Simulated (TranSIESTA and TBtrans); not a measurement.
Device: Au chain with one Sn atom in place of Au. Leads: straight Au chain, spacing 2.55 Å. Geometry: 3 atoms about the centre moved by SIESTA (PBE, DZP) to a largest force of 0.01 eV/Å, all others as built, motion along the axis alone. Transport runs along z; the first 6 and the last 6 of the 19 atoms are the lead cells, repeated to infinity.

```xyz
19
Lattice="9.000 0.000 0.000 0.000 9.000 0.000 0.000 0.000 48.650" Properties=species:S:1:pos:R:3 pbc="F F T"
Au     4.500     4.500     0.000
Au     4.500     4.500     2.550
Au     4.500     4.500     5.100
Au     4.500     4.500     7.650
Au     4.500     4.500    10.200
Au     4.500     4.500    12.750
Au     4.500     4.500    15.300
Au     4.500     4.500    17.850
Au     4.500     4.500    20.445
Sn     4.500     4.500    23.049
Au     4.500     4.500    25.654
Au     4.500     4.500    28.250
Au     4.500     4.500    30.800
Au     4.500     4.500    33.350
Au     4.500     4.500    35.900
Au     4.500     4.500    38.450
Au     4.500     4.500    41.000
Au     4.500     4.500    43.550
Au     4.500     4.500    46.100
```

Run with TranSIESTA and TBtrans (open boundaries, self-consistent; PseudoDojo norm-conserving potentials, scalar-relativistic): PAO.BasisSize DZP, PAO.EnergyShift 0.15 eV, XC.Authors PBE, Mesh.Cutoff 200 Ry, ElectronicTemperature 300 K, TS.Voltage 0.0 eV, TBT.Elecs.Eta 0.001 eV, no spin polarisation.

Energies count from the leads' Fermi level. Transmissions are for one spin of a degenerate pair. The energy step is 0.01 eV; narrower resonances are cut or missed.

| E (eV) | T |
|---|---|
| -0.20 | 0.978 |
| -0.15 | 0.968 |
| -0.10 | 0.958 |
| -0.05 | 0.942 |
| 0.00 | 0.915 |
| 0.05 | 0.913 |
| 0.10 | 0.910 |
| 0.15 | 0.906 |
| 0.20 | 0.902 |

**Question.** Give the zero-bias conductance in μS and the resistance at 300 K.

**Answer.** At the Fermi level T = 0.915. Averaged with −∂f/∂E over the full grid (kT = 25.9 meV) it is 0.924. With G0 = 2e²/h = 77.48 μS, G = 71.6 μS and R = 1/G = 14.0 kΩ.

**Question.** The eigenchannels at the Fermi level transmit 0.915. What Fano factor of the shot noise follows at low temperature and bias?

**Answer.** F = Σ τ(1 − τ)/Σ τ = 0.0778/0.915 = 0.08.

The leads' channel count changes near -0.01 eV, within the thermal window, so values at the Fermi level hang on where that band edge falls. The straight chain is held at its spacing; free chains may zigzag or dimerise. No spin-polarised start was tried, so a magnetic state, if there is one, is missed. Spin-orbit coupling, left out here, matters for the heavy atoms.
